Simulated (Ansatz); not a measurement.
```xyz
4
Lattice="3.9149 0.0000 0.0000 -1.9574 3.3904 0.0000 0.0000 0.0000 5.0741" Properties=species:S:1:pos:R:3 pbc="T T T"
Ni     0.0000     0.0000     0.0000
Ni     0.0000     0.0000     2.5371
Sb     0.0000     2.2602     1.2685
Sb     1.9574     1.1301     3.8056
```

NiSb (P6_3/mmc), PBEsol, DFPT electron-phonon coupling, linearised Boltzmann equation (plane waves, PAW, scalar-relativistic; Ansatz, a first-principles code): the phonon-limited resistivity at 300 K is 8.10 μΩ·cm (x, the basal plane), 8.10 μΩ·cm (y, the basal plane), 10.6 μΩ·cm (z, c). Third figures are kept for the arithmetic.

Q: Bound the resistivity of a random, dense polycrystal without boundary scattering, and give the anisotropy.

A: Largest over smallest: 1.31. Upper bound, grains in series: (8.10 + 8.10 + 10.6)/3 = 8.9 μΩ·cm. Lower bound, grains side by side: 3/Σ(1/ρ) = 8.8 μΩ·cm. The best single-crystal direction lies 8 % under the lower bound.

Q: The current-weighted mean free path is 12.2 nm along x and 11.6 nm along z. How does ρ₀ℓ differ between these directions?

A: x: 8.10 × 12.2 = 9.9×10⁻¹⁶ Ω·m²; z: 10.6 × 11.6 = 12.3×10⁻¹⁶ Ω·m², a ratio of 1.24. The size effect in a wire also hangs on the velocities towards its walls, so the isotropic formulas don't carry over to this crystal.

A metal at this level (no band gap). Only scattering by harmonic phonons is included (no impurities, grain boundaries, electron-electron scattering or thermal expansion). Spin-orbit coupling is left out. Halving the electron mesh (24x24x16) moves the resistivity by up to 2 % at 300 K, the mean free path by up to 3 %. Smearing 0.20 eV; phonons on a 4x4x3 q mesh, which this run doesn't test.

Formula and space group known from diffraction (Crystallography Open Database), not checked to be the room-temperature form: NiSb (P6_3/mmc). Treated as nonmagnetic (a ferromagnetic start lost its moment, other orders weren't tried): NiSb (P6_3/mmc).
